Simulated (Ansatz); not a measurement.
**How far PBE-D3(BJ) and r2SCAN+rVV10 part for As**

Consider As in the A7 type structure (space group R-3m, No. 166; a = 3.783 Å, c = 10.109 Å (hexagonal axes); layered).

(Cell as relaxed with PBE-D3(BJ).)

Levels (all Ansatz, a program for electronic structure, PAW): PBE-D3(BJ) (420 eV, no SOC); r2SCAN+rVV10 (500 eV, scalar-relativistic without spin-orbit coupling).

Each level relaxes its own structure.

```
quantity             PBE-D3(BJ)  r2SCAN+rVV10
-------------------  ----------  ------------
volume per atom        20.89 Å³           ___
lattice parameter a     3.783 Å           ___
lattice parameter c    10.109 Å           ___
band gap                   zero           ___
```

**Question.** Given the PBE-D3(BJ) results, estimate those of r2SCAN+rVV10.

**Answer.** 
- volume per atom, r2SCAN+rVV10: 21.91 Å³
- lattice parameter a, r2SCAN+rVV10: 3.761 Å
- lattice parameter c, r2SCAN+rVV10: 10.734 Å
- band gap, r2SCAN+rVV10: zero

PBE-D3(BJ)'s volume per atom lies 1.028 Å³ below r2SCAN+rVV10's (4.7 %); PBE-D3(BJ)'s lattice parameter a lies 0.022 Å above r2SCAN+rVV10's (0.6 %); PBE-D3(BJ)'s lattice parameter c lies 0.6242 Å below r2SCAN+rVV10's (5.8 %); the two agree on the band gap. The two levels end in clearly different cell shapes (a soft spacing or a collapse), which may drive these differences. Neither level is exact; r2SCAN+rVV10 is the comparison here, not a measurement.

Whether these cells are dynamically stable was not tested.
